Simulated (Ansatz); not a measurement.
A self-consistent single point of KHg₂ (Imma, 6 atoms in the cell) with Ansatz (a program for electronic structure).

Method of the run: PBEsol, default PAW files made with PBE (plane waves; Ansatz).

```
CELL_PARAMETERS angstrom
     -2.62549     3.96807     4.57325
      2.62549    -3.96807     4.57325
      2.62549     3.96807    -4.57325
ATOMIC_POSITIONS crystal
  K  0.70083 0.95083 0.75000
  K  0.29917 0.04917 0.25000
  Hg 0.28371 0.33714 0.94657
  Hg 0.71629 0.66286 0.05343
  Hg 0.89057 0.33714 0.55343
  Hg 0.10943 0.66286 0.44657
```

Reference input (self-consistent single point, DFT, LDA (PW92), plane waves, default PAW files made with PBE): kpoints.mp_grid.grid = 6 6 6; hamiltonian.xc = lda; hamiltonian.pseudopotentials = {kind: paw} (the program's default PAW files); scf.occupations.method = methfessel_paxton; scf.occupations.width = 0.1 eV. This run's input differs from it in these lines:

Ansatz 0.2 input:
```diff
@@ -15,3 +15,3 @@
 hamiltonian:
-  xc: lda
+  xc: pbesol
   pseudopotentials: { kind: paw }
```

Log, with long lists cut:

```
SCF iter   1: F=—  HF=-57705.647789 eV  |F-HF|=—  |Δ(HF+E_count)|=         —  Δρ=2.26e-3  dr2=9.30e-3  ethr=1.77e-3  ⟨swp⟩=8.1  Hψ=10320  notcnv=0  defer=28
all-band conjugate gradients solve this SCF's bands
preconditioner: auto → LDOS
SCF iter   2: F=—  HF=-57705.649617 eV  |F-HF|=—  |Δ(HF+E_count)|=   1.83e-3  S|Δr|=    0.00e0  Δρ=1.71e-3  dr2=5.17e-3  ethr=9.49e-6  ⟨swp⟩=2.1  Hψ=5203  notcnv=0  defer=40
   [... lines left out ...]
SCF iter   5: F=—  HF=-57705.647861 eV  |F-HF|=—  |Δ(HF+E_count)|=   1.27e-4  S|Δr|=    0.00e0  Δρ=2.98e-5  dr2=2.76e-6  ethr=2.56e-8  ⟨swp⟩=2.0  Hψ=4067  notcnv=0  defer=40
SCF iter   6: F=—  HF=-57705.647861 eV  |F-HF|=—  |Δ(HF+E_count)|=   4.45e-8  S|Δr|=    0.00e0  Δρ=1.28e-5  dr2=5.51e-7  ethr=2.82e-9  ⟨swp⟩=2.3  Hψ=3992  notcnv=0  defer=40
SCF iter   7: F=-57705.647861 eV  HF=-57705.647861 eV  |F-HF|=1.04e-8  |Δ(HF+E_count)|=   7.17e-8  S|Δr|=    0.00e0  Δρ=3.09e-6  dr2=1.86e-8  ethr=1.02e-10  ⟨swp⟩=9.4  Hψ=12920  notcnv=0
SCF 1 converged in 7 iterations: F = -57705.647861 eV  dr2 = 1.86e-8
Stability not checked (fill_not_monotonic)
Free energy (F): -57705.647861 eV
Internal energy: -57705.647954 eV  (E = F + TS)
E sigma→0 (E₀):  -57705.647884 eV
Entropy (-TS):   0.000093 eV (0.016 meV/atom)
Fermi energy:    8.937592 eV
--- Forces (eV/Å), atoms counted from 1 ---
  atom   1  K      0.00000000     0.00000000     0.02167136
  atom   2  K      0.00000000     0.00000000    -0.02167136
  atom   3  Hg     0.00000000    -0.05885430    -0.03259491
  atom   4  Hg     0.00000000     0.05885430     0.03259491
  atom   5  Hg     0.00000000     0.05885430    -0.03259491
  atom   6  Hg     0.00000000    -0.05885430     0.03259491
--- Stress (GPa, compression-positive) ---
       -1.066629       0.000000       0.000000
        0.000000      -0.729964       0.000000
        0.000000       0.000000      -1.211877
  P = ⅓ Tr σ = -1.0028 GPa (-10.028 kbar)
  The stress holds the Pulay correction. Without it, at fixed plane waves, as pw.x and ABINIT print it: P = -1.0224 GPa
```

The run converged in 7 iterations. Against the reference run the pressure goes from -2.59 to -1.00 GPa and the largest force goes from 0.106 to 0.067 eV/Å.

The starting cell comes from a database of computed structures (which also holds hypothetical and non-ambient phases and stackings), without a prior relaxation at this level. Spin-orbit coupling is off. Ansatz's pressure includes its estimate of the finite-basis (Pulay) stress.
